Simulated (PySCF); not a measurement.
PySCF 2.14.0, PBE/def2-svp, df: Ge(H)3(iBu) (CC(C)[CH2][GeH3]), 17 atoms. The geometry is a generated start, not checked to be a minimum at this level.

- task = energy
- method = pbe
- basis = def2-svp
- two-electron scheme = density fitting
- mol.max_memory = 3000 MB
- mf.max_cycle = 100
- mf.init_guess = minao (default)
- mf.DIIS = CDIIS (default)
- mf.conv_tol = 1e-09 (default)
- mf.grids.level = 3 (default)
- basis functions = 148
- grid points = 194808

```xyz
17

Ge     1.8662     0.9115    -0.0135
C      0.5501    -0.1130     1.0451
C     -0.7839    -0.4286     0.3709
C     -0.6126    -1.5099    -0.6910
C     -1.3936     0.8275    -0.2410
H      3.1812     0.9105     0.7048
H      2.1277     0.3645    -1.3808
H      1.4788     2.3471    -0.1867
H      0.3670     0.4593     1.9598
H      1.0242    -1.0469     1.3598
H     -1.4722    -0.8094     1.1359
H      0.1143    -1.1930    -1.4355
H     -1.5552    -1.7069    -1.1964
H     -0.2662    -2.4360    -0.2433
H     -0.7954     1.1521    -1.0949
H     -1.4206     1.6356     0.4902
H     -2.4099     0.6357    -0.5834
```

One run each on 2 threads, 1 BLAS thread. Values of diis_space tried: 3, 5, 8 (default), 12, 20.

Q: Which value of diis_space needs the fewest Fock builds, and what happens away from it?

A: Fewest Fock builds, within one of each other: 5 with 13, 8 (default) with 12, 12 with 12, 20 with 12. The count rises to 19 at 3. All converge to one solution.

| diis_space | Fock builds | end |
|---|---|---|
| 3 | 19 | same solution |
| 5 | 13 | same solution |
| 8 (default) | 12 | same solution |
| 12 | 12 | same solution |
| 20 | 12 | same solution |
